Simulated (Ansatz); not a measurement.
The parent structure is MoTe₂ in the 2H-MoS2 type structure (space group P6_3/mmc, No. 194; a = 3.497 Å, c = 13.697 Å; layered, stacked along the Cartesian z axis).

Calculations: PBE-D3(BJ)/PAW in Ansatz (an electronic-structure program), without spin-orbit coupling, earlier PAW set.

Before the change:

The pressure comes out as 0.00 GPa, the valence-band top at Γ comes out as 0.00, -0.18, -1.00 eV and the gap character is indirect, Γ → K–Γ (44 % along).

Perturbation: the cell is scaled by 1.0059 in all directions, atoms relaxed at fixed cell.

**Question.** Estimate the effect on the pressure, valence-band top at Γ, largest internal atomic displacement, gap character and energy relative to the base.

**Answer.** The pressure (mean of the normal stresses, compression positive) goes from zero to -0.85 GPa; the valence-band top at Γ (three highest levels, from the VBM) changes from 0.00, -0.18, -1.00 eV to 0.00, -0.21, -1.04 eV; the largest internal atomic displacement amounts to 0.016 Å; the gap character is still indirect, Γ → K–Γ (44 % along); the energy increases by 1.2 meV/atom.

Spin-orbit coupling, missing from the scalar runs, can matter with Te. The cells carry an imposed strain or load. No phonon test of stability was made. The D3 term's C6 switches between coordination references near this geometry, which can add small steps to energies.
